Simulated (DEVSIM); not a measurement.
Structure: abrupt InP p-n junction, at 250 K.

Layer 1 from the left is InP, thickness (μm) 0.500, Na (cm⁻³) 1.7e17, τn (s) 1.2e-8, τp (s) 1.2e-8. Layer 2 from the left is InP, thickness (μm) 7.00, Nd (cm⁻³) 1.9e17, τn (s) 1.2e-8, τp (s) 1.2e-8.

Left contact: ohmic. Right contact: ohmic. Voltage is applied to the left contact. Recombination: SRH at mid-gap, radiative. Mobility is μmin + (μ − μmin)/(1 + (N/Nref)^α).

The device is made up for the run: typed textbook-type constants, with dimensions and the other settings drawn at random. Values at 300 K; Nc and Nv go as T^1.5, mobilities as T to minus their exponent, the gap by Varshni's rule with the affinity fixed.

InP: gap (eV) 1.344, affinity (eV) 4.38, permittivity 12.5, Nc (cm⁻³) 5.7e17, Nv (cm⁻³) 1.1e19, μn (cm²/Vs) 5200, μp (cm²/Vs) 170, μn,min 400, μp,min 10, Nref,n 3e17, Nref,p 4.9e17, αn 0.47, αp 0.62, T exponent of μn 2, T exponent of μp 2, B (cm³/s) 1.2e-10, Varshni α (eV/K) 0.000363, Varshni β (K) 162.

DEVSIM, 1D drift-diffusion, Boltzmann statistics, complete ionisation; no tunnelling, impact ionisation, image-force lowering or self-heating.

Dark forward current:

```
|V| (V)  |J| (A/cm²)
-------  -----------
0.05       2.444e-13
0.10       9.825e-13
0.15       3.372e-12
0.20       1.119e-11
0.25       3.683e-11
0.30       1.210e-10
0.35       3.981e-10
0.40        1.312e-9
0.45        4.332e-9
0.50        1.436e-8
0.55        4.790e-8
0.60        1.619e-7
0.65        5.655e-7
0.70        2.144e-6
0.75        9.715e-6
0.80        5.798e-5
0.85       0.0004501
0.90        0.004089
0.95         0.03976
1.00          0.3963
1.05           3.981
1.10           39.73
1.15           367.5
1.20            2273
```

Task: Work out the local ideality factor n = ΔV / (kT/q · ln(J2/J1)) between the rows 0.10 and 0.15 V, 1.00 and 1.05 V, 1.15 and 1.20 V.

Result: kT/q = 21.54 mV. From 0.10 to 0.15 V: ln(3.372e-12/9.825e-13) = 1.233, n = 1.88, near the 2 of recombination in the depletion region. From 1.00 to 1.05 V: ln(3.981/0.3963) = 2.307, n = 1.01, near the 1 of diffusion or emission over a barrier. From 1.15 to 1.20 V: ln(2273/367.5) = 1.822, n = 1.27; the layers' resistance at their doping, Σ W/(qμN) = 1.6e-5 Ω cm², would take 31 mV of this step of 50 mV.

Task: Estimate the current at 1.00 V from the Shockley equation with J0 = Σ q ni² D/(N L) coth(W/L), τ joining the SRH, radiative and Auger lifetimes that are on, and W taken as the whole layer.

Result: ni² = 1.40e9 cm⁻⁶; electrons in the p layer: μ = 4490 cm²/Vs, D = 96.7 cm²/s, τ = 9.64e-9 s, L = 9.66 μm, W/L = 0.052, term 2.56e-21 A/cm²; holes in the n layer: μ = 162 cm²/Vs, D = 3.50 cm²/s, τ = 9.42e-9 s, L = 1.82 μm, W/L = 3.9, term 2.28e-23 A/cm². J0 = 2.58e-21 A/cm², and J = J0 exp(qV/kT) = 0.375 A/cm². The simulation gives 0.396 A/cm²; the estimate lies 5.5 % below. The estimate leaves out recombination in the depletion region and that region's share of W.
